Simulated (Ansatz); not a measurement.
Ge on the Ga site (Ge_Ga) in beta Ga2O3

These are PBE, PAW (plane waves to 420 eV; Ansatz, an electronic-structure program) values and carry that method's errors. A supercell of 160 sites (1×4×2 repeats of a cell of 20 atoms) was used; the energies come from a Γ-point sampling of its zone. Site at the start: the Ga(1) site. Energies of charged states are corrected for periodic images (point charge plus alignment at distant sites). Dielectric constants: PBE linear response of the host. Host gap at this level: 2.00 eV. Zone-centre sampling of a cell this small can put levels off by half an eV or more. The semilocal functional narrows the gap, so deep levels can fall outside it. Spin–orbit coupling is left out. Each state is the lowest found from its start.

Charges with a result: +1, 0, −1. Others weren't obtained, and one of them could lie lower, also by skipping a charge.

| charge | moment (μB) | point group | largest move off a lattice site (Å) | image correction with alignment (eV) |
|---|---|---|---|---|
| +1 | not spin-polarised | Cs | 0.10 | 0.14 |
| 0* | quenched | – | 0.10 | – |
| −1† | not spin-polarised | – | 0.09 | 0.03 |

* At this level the carrier isn't localised at the defect: at charge 0 electrons occupy the conduction band. Such a state is shallow or no state of the defect, and this cell gives it no level.

† Not settled in this cell, so no level is given: charge −1: carriers not clearly localised, level within 0.1 eV of a band edge or past it.

Point groups are those of the whole cell at tolerances of 0.03 and 0.1 Å ("near" where only the looser one holds); none is given for unsettled states.

Starting moments that weren't kept: charge 0 began with 1 μB and ended with 0.0.

No other site or start that was run ended lower by more than 0.1 eV.

Flagged in the runs: a host whose relaxation on this sampling wasn't shown to rest, zone-centre sampling.
